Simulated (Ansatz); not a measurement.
## Pb: biaxial strain +0.42 %, plane normal [111], relaxed out of plane

Start from Pb in the fcc (Cu type) structure (space group Fm-3m, No. 225; a = 4.934 Å; relaxed with 0.1 eV smearing). Axes: x, y, z lie along the cube axes.

One thing is altered: biaxial strain +0.42 %, plane normal [111], relaxed out of plane (Cartesian); in-plane vectors clamped, the third vector and the atoms free.

Level of theory: Kohn–Sham DFT with the PBEsol functional, run in Ansatz (a first-principles code) with PAW and 420 eV plane waves, scalar-relativistic without spin-orbit coupling. Γ-centred 23×23×23 mesh, Fermi–Dirac width 0.1 eV.

The volume per atom rises by 0.14 Å³ (30.03 Å³ → 30.17 Å³) and the space group becomes R-3m (No. 166) (base: Fm-3m (No. 225)). The shortest interatomic distance drops by 0.004 Å (3.489 Å → 3.485 Å) and the energy stays essentially unchanged. The pressure (mean of the normal stresses, compression positive) goes from zero to -0.2 GPa and the band gap stays zero. The out-of-plane strain comes out as -0.39 %.

Cost of the whole job for the changed cell (relaxation, final SCF and bands): roughly 50 core-seconds.

Stability against distortions was not tested.
